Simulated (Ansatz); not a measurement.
AgI (model structure, started from the HgO type, P6₄22, No. 181, 6 atoms in the cell)

Level of theory: HSE06+SOC in Ansatz (plane waves, PAW).

Settings: plane-wave cutoff 460 eV, 6×6×2 k mesh (along the axes of the cell as run), Fermi–Dirac smearing 0.01 eV, PAW data made under PBE.

Cell (relaxed with PBEsol):

Space group P6₄22 (No. 181); a = 4.4488 Å, b = 4.4488 Å, c = 10.3942 Å, α = 90.00°, β = 90.00°, γ = 120.00°

| atom | site | symmetry | x | y | z |
|---|---|---|---|---|---|
| Ag | 3d | 222 | 0.5000 | 0.0000 | 0.5000 |
| I | 3c | 222 | 0.5000 | 0.0000 | 0.0000 |

| Item | Value |
|---|---|
| band gap | 1.73 eV (indirect) |
| smallest direct gap on the k points sampled | 2.16 eV |

Note: the relaxation could raise the start's symmetry but not lower it, so the cell can be a saddle point; cell and atoms aren't relaxed at this level (pressure 3.0 GPa).

Computed values are for the static lattice.

Cost on a shared machine: very roughly 70 core-minutes.

A model structure was made by putting elements into a prototype or built by hand; it is no filed structure, need not be a known phase, and can be a saddle point held by its symmetry.

Ansatz is a quantum-chemistry and plane-wave program.
